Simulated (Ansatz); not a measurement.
We look at the formation energy of HfC (rock salt, Fm-3m) from the elements. Reaction: C (graphite) + Hf (hcp) → HfC (rock salt). The sign is products less reactants. The value is per atom of the solid.

HfC (rock salt, Fm-3m), 2 atoms in the cell, k-point mesh 12×12×12 on the run's own vectors.
```
CELL_PARAMETERS angstrom
      0.00000     2.31010     2.31010
      2.31010     0.00000     2.31010
      2.31010     2.31010     0.00000
ATOMIC_POSITIONS crystal
  Hf 0.00000 0.00000 0.00000
  C  0.50000 0.50000 0.50000
```

C (graphite, P6₃/mmc), 4 atoms in the cell, k-point mesh 18×18×6 on the run's own vectors. Conventional cell: a = b = 2.465 Å, c = 6.742 Å, α = β = 90.00°, γ = 120.00°.

Hf (hcp, P6₃/mmc), 2 atoms in the cell, k-point mesh 24×24×12 on the run's own vectors. Conventional cell: a = 3.170 Å, b = 3.170 Å, c = 5.023 Å, α = 90.00°, β = 90.00°, γ = 120.00°.

Computed with Ansatz (plane waves, PAW), its default PAW set, cutoff 420 eV, 500 eV for r2SCAN. The structures are at rest with PBE+D3(BJ); other levels are single points on them. Neutral cells; Fermi-Dirac smearing of at most 0.10 eV in the solids, energies taken to zero width. The lattices are those relaxed with PBE+D3(BJ), so at other levels the solids can be strained, which adds to the spread. A dispersion term (D3(BJ), or D4 for r2SCAN) was computed beside these levels and is taken off wherever the name lacks it. No zero-point or thermal terms. The runs are scalar-relativistic, without spin-orbit coupling.

Problem. What is the computed value (r2SCAN)?

Solution. -1.09 eV/atom, for C (graphite) + Hf (hcp) → HfC (rock salt).

Problem. List the value at the remaining levels and say how far they part.

Solution. 
```tsv
Level	value (eV/atom)	less r2SCAN
PBE+D3(BJ)	-0.98	0.11
r2SCAN+D4	-1.11	-0.02
```

The levels span 0.13 eV/atom, from r2SCAN+D4 (-1.11) to PBE+D3(BJ) (-0.98).

Ansatz is a quantum-chemistry and plane-wave program.
